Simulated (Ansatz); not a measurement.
Electronic density of states of amorphous Si₄₈O₉₄, density 2.17 g/cm³, on a 2×2×2 Γ-centred mesh with a Gaussian width of 0.1 eV; energies count from the Fermi level, whose place inside the gap is arbitrary. Cell and mesh are small, so fine structure isn't converged. Calculation: PBE, scalar-relativistic without spin-orbit coupling (plane waves to 420 eV, PAW; Ansatz, a first-principles code). Sampling: a 2×2×2 Γ-centred mesh; Fermi-Dirac width 0.02 eV; no spin polarisation. The usual formal charges leave 4 electrons over, so the level spacing at the Fermi energy parts defect or band states and needn't be the band gap. At PBE the levels at both edges of the gap are localised (band-tail or defect states), and the nearest spread-out levels lie 5.5 eV apart at the zone centre.

Preparation: random packing, a CHGNet melt and quench, and a DFT relaxation. O atoms were pushed apart under 1.9 Å during the dynamics, to hinder bonds among them. The hot cell started wider than the set density and was brought back towards it in steps. It is the lowest in DFT energy of 4 quenches. It is a model cell: composition and starting density were chosen by hand, and all elements were melted together. No dispersion term was used. Its density started from a set value of 2.17 and ended at 2.17 g/cm³. The simulated quench (nominally 170 K/ps over its main leg) is rapid and tends to freeze in more defects than a deposited or slowly cooled glass has. A cell of this size samples the disorder only roughly. The volume was held where the preparation left it and the shape relaxed, at a PBE pressure of -1.1 GPa (tension). Stress components on the final sampling reach 1.1 GPa.

(E - EF (eV), states/(eV atom)): (-12.00, 0.16); (-11.90, 0.17); (-11.80, 0.18); (-11.70, 0.20); (-11.60, 0.19); (-11.50, 0.19); (-11.40, 0.19); (-11.30, 0.18); (-11.20, 0.20); (-11.10, 0.20); (-11.00, 0.18); (-10.90, 0.18); (-10.80, 0.21); (-10.70, 0.22); (-10.60, 0.17); (-10.50, 0.15); (-10.40, 0.15); (-10.30, 0.18); (-10.20, 0.19); (-10.10, 0.22); (-10.00, 0.22); (-9.90, 0.18); (-9.80, 0.19); (-9.70, 0.21); (-9.60, 0.21); (-9.50, 0.23); (-9.40, 0.20); (-9.30, 0.20); (-9.20, 0.19); (-9.10, 0.19); (-9.00, 0.19); (-8.90, 0.20); (-8.80, 0.28); (-8.70, 0.44); (-8.60, 0.59); (-8.50, 0.66); (-8.40, 0.65); (-8.30, 0.69); (-8.20, 0.69); (-8.10, 0.63); (-8.00, 0.53); (-7.90, 0.45); (-7.80, 0.38); (-7.70, 0.29); (-7.60, 0.15); (-7.50, 0.06); (-7.40, 0.17); (-7.30, 0.28); (-7.20, 0.30); (-7.10, 0.23); (-7.00, 0.23); (-6.90, 0.15); (-6.80, 0.13); (-6.70, 0.29); (-6.60, 0.38); (-6.50, 0.34); (-6.40, 0.31); (-6.30, 0.37); (-6.20, 0.46); (-6.10, 0.51); (-6.00, 0.55); (-5.90, 0.65); (-5.80, 0.72); (-5.70, 0.69); (-5.60, 0.71); (-5.50, 0.78); (-5.40, 0.76); (-5.30, 0.78); (-5.20, 0.83); (-5.10, 0.84); (-5.00, 0.88); (-4.90, 0.91); (-4.80, 0.93); (-4.70, 0.96); (-4.60, 0.98); (-4.50, 0.90); (-4.40, 0.88); (-4.30, 0.94); (-4.20, 0.89); (-4.10, 0.82); (-4.00, 0.79); (-3.90, 0.80); (-3.80, 0.79); (-3.70, 0.80); (-3.60, 0.86); (-3.50, 0.84); (-3.40, 0.67); (-3.30, 0.46); (-3.20, 0.22); (-3.10, 0.04); (-3.00, 0.00); (-2.90, 0.00); (-2.80, 0.02); (-2.70, 0.07); (-2.60, 0.04); (-2.50, 0.00); (-2.40, 0.00); (-2.30, 0.00); (-2.20, 0.00); (-2.10, 0.00); (-2.00, 0.00); (-1.90, 0.00); (-1.80, 0.00); (-1.70, 0.01); (-1.60, 0.06); (-1.50, 0.06); (-1.40, 0.01); (-1.30, 0.00); (-1.20, 0.00); (-1.10, 0.00); (-1.00, 0.00); (-0.90, 0.00); (-0.80, 0.00); (-0.70, 0.00); (-0.60, 0.00); (-0.50, 0.00); (-0.40, 0.00); (-0.30, 0.00); (-0.20, 0.00); (-0.10, 0.00); (0.00, 0.00); (0.10, 0.00); (0.20, 0.00); (0.30, 0.00); (0.40, 0.00); (0.50, 0.00); (0.60, 0.00); (0.70, 0.00); (0.80, 0.00); (0.90, 0.00); (1.00, 0.00); (1.10, 0.00); (1.20, 0.00); (1.30, 0.00); (1.40, 0.01); (1.50, 0.06); (1.60, 0.06); (1.70, 0.01); (1.80, 0.00); (1.90, 0.00); (2.00, 0.03); (2.10, 0.08); (2.20, 0.04); (2.30, 0.01); (2.40, 0.02); (2.50, 0.04); (2.60, 0.04); (2.70, 0.05); (2.80, 0.05); (2.90, 0.06); (3.00, 0.06); (3.10, 0.06); (3.20, 0.07); (3.30, 0.08); (3.40, 0.10); (3.50, 0.12); (3.60, 0.13); (3.70, 0.13); (3.80, 0.14); (3.90, 0.13); (4.00, 0.16); (4.10, 0.18); (4.20, 0.16); (4.30, 0.16); (4.40, 0.20); (4.50, 0.20); (4.60, 0.23); (4.70, 0.24); (4.80, 0.24); (4.90, 0.26); (5.00, 0.28); (5.10, 0.31); (5.20, 0.34); (5.30, 0.37); (5.40, 0.40); (5.50, 0.45); (5.60, 0.51)

The level spacing at the Fermi energy on this mesh is 3.07 eV; the broadening fills part of it in the curve.
